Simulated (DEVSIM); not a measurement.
System: illuminated Si p-on-n cell, one wavelength, with a back-surface field, at 350 K.

```csv
layer (left to right),material,thickness (μm),Nd (cm⁻³),Na (cm⁻³),τn (s),τp (s),absorption coefficient (cm⁻¹)
1,Si,0.130,-,1.9e18,8.5e-6,4.6e-6,380
2,Si,85.0,1.8e15,-,1.7e-5,1.7e-5,380
3,Si,0.190,8.8e18,-,1.7e-5,1.7e-5,380
```

Left contact: ohmic, minority electron recombination velocity 30000 cm/s. Right contact: ohmic, minority hole recombination velocity 3e6 cm/s. Voltage is applied to the left contact. Recombination: SRH at mid-gap, radiative, Auger. Gap narrowing is on: ΔEg = 6.92 meV × (l + √(l² + 0.5)), l = ln(N/1.3e17 cm⁻³), shared equally by both band edges. Light enters at the left, 9.3e16 photons cm⁻² s⁻¹, one pass, no reflection. Mobility is μmin + (μ − μmin)/(1 + (N/Nref)^α).

The device is made up for the run: typed textbook-type constants, with dimensions and the other settings drawn at random. Values at 300 K; Nc and Nv go as T^1.5, mobilities as T to minus their exponent, the gap by Varshni's rule with the affinity fixed.

| parameter | Si |
|---|---|
| gap (eV) | 1.124 |
| affinity (eV) | 4.05 |
| permittivity | 11.7 |
| Nc (cm⁻³) | 2.86e19 |
| Nv (cm⁻³) | 3.1e19 |
| μn (cm²/Vs) | 1417 |
| μp (cm²/Vs) | 470 |
| μn,min | 52 |
| μp,min | 45 |
| Nref,n | 9.7e16 |
| Nref,p | 2.2e17 |
| αn | 0.68 |
| αp | 0.72 |
| T exponent of μn | 2.3 |
| T exponent of μp | 2.2 |
| B (cm³/s) | 4.7e-15 |
| Cn (cm⁶/s) | 2.8e-31 |
| Cp (cm⁶/s) | 9.9e-32 |
| Varshni α (eV/K) | 0.000473 |
| Varshni β (K) | 636 |

DEVSIM, 1D drift-diffusion, Boltzmann statistics, complete ionisation; no tunnelling, impact ionisation, image-force lowering or self-heating.

The temperature was swept, all else fixed.

```json
[
 {"temperature (K)": "250", "dark forward voltage at 1 A/cm² (V)": "0.777", "largest power (mW/cm²)": "7.56", "short-circuit current (mA/cm²)": "13.2", "share of generated pairs collected at short circuit": "0.920"},
 {"temperature (K)": "300", "dark forward voltage at 1 A/cm² (V)": "0.687", "largest power (mW/cm²)": "5.90", "short-circuit current (mA/cm²)": "13.1", "share of generated pairs collected at short circuit": "0.915"},
 {"temperature (K)": "350", "dark forward voltage at 1 A/cm² (V)": "0.594", "largest power (mW/cm²)": "4.25", "short-circuit current (mA/cm²)": "13.0", "share of generated pairs collected at short circuit": "0.908"},
 {"temperature (K)": "400", "dark forward voltage at 1 A/cm² (V)": "0.499", "largest power (mW/cm²)": "2.68", "short-circuit current (mA/cm²)": "12.9", "share of generated pairs collected at short circuit": "0.900"},
 {"temperature (K)": "450", "dark forward voltage at 1 A/cm² (V)": "0.401", "largest power (mW/cm²)": "1.27", "short-circuit current (mA/cm²)": "12.8", "share of generated pairs collected at short circuit": "0.893"},
 {"temperature (K)": "500", "dark forward voltage at 1 A/cm² (V)": "0.301", "largest power (mW/cm²)": "0.342", "short-circuit current (mA/cm²)": "12.8", "share of generated pairs collected at short circuit": "0.896"}
]
```

From the first row to the last the dark forward voltage at 1 A/cm² goes from 0.777 to 0.301. From the first row to the last the largest power goes from 7.56 to 0.342.
